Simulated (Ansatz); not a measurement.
The parent structure is Rb₂P₃ (space group Fmmm, No. 69; a = 8.907 Å, b = 9.556 Å, c = 14.578 Å).

All numbers come from DFT with PBEsol, PAW potentials and a 420 eV plane-wave cutoff in Ansatz (a program for electronic structure), no spin-orbit coupling.

For the base:

| Quantity | Result |
|---|---|
| Electron mass | 1.4 mₑ along a, 0.74 mₑ along b, 0.28 mₑ along c (at Y) |
| Band gap | 0.63 eV |

One thing is altered: cell and atoms relaxed at a pressure of 7 GPa.

Question: Estimate the effect on the electron mass.

Answer: The electron mass becomes 1.7 mₑ along a, 0.97 mₑ along b, 0.23 mₑ along c (at Y) (base: 1.4 mₑ along a, 0.74 mₑ along b, 0.28 mₑ along c (at Y)).

Question: Estimate the effect on the gap character.

Answer: The gap character is direct at Y.

Question: Predict the new band gap.

Answer: The band gap shrinks by 0.08 eV to 0.55 eV.

Load acts through the strain it causes; cell and atoms are relaxed under it. Effective masses come from finite differences of ±0.01 Å⁻¹. Stability against distortions was not tested. No other phases were tried under pressure.
